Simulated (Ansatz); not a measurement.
**A computed series for TiAl: pressure series**

Take TiAl (space group P4/mmm, No. 123; a = 2.813 Å, c = 4.059 Å) as the base.

Cell and atoms are relaxed at each pressure.

Method: r2SCAN/PAW in Ansatz (a first-principles code), without spin-orbit coupling, earlier PAW set.

```json
[
 {"change": "base", "c/a ratio": "1.443", "volume per atom": "16.06 Å³"},
 {"change": "pressure −2 GPa", "c/a ratio": "1.443", "volume per atom": "16.34 Å³"},
 {"change": "pressure −1 GPa", "c/a ratio": "1.443", "volume per atom": "16.19 Å³"},
 {"change": "pressure 0.9 GPa", "c/a ratio": "1.443", "volume per atom": "15.94 Å³"},
 {"change": "pressure 2.1 GPa", "c/a ratio": "1.443", "volume per atom": "15.79 Å³"},
 {"change": "pressure 4.5 GPa", "c/a ratio": "1.442", "volume per atom": "15.51 Å³"},
 {"change": "pressure 9 GPa", "c/a ratio": "1.442", "volume per atom": "15.04 Å³"},
 {"change": "pressure 15 GPa", "c/a ratio": "1.442", "volume per atom": "14.50 Å³"},
 {"change": "pressure 22.5 GPa", "c/a ratio": "1.443", "volume per atom": "13.93 Å³"},
 {"change": "pressure 30 GPa", "c/a ratio": "1.444", "volume per atom": "___"}
]
```

Q: Some entries are withheld; estimate them.

A: 
- pressure 30 GPa, volume per atom: 13.45 Å³

Load acts through the strain it causes; cell and atoms are relaxed under it. Stability against distortions was not tested. No other phases were tried under pressure. All final runs are without spin polarisation.
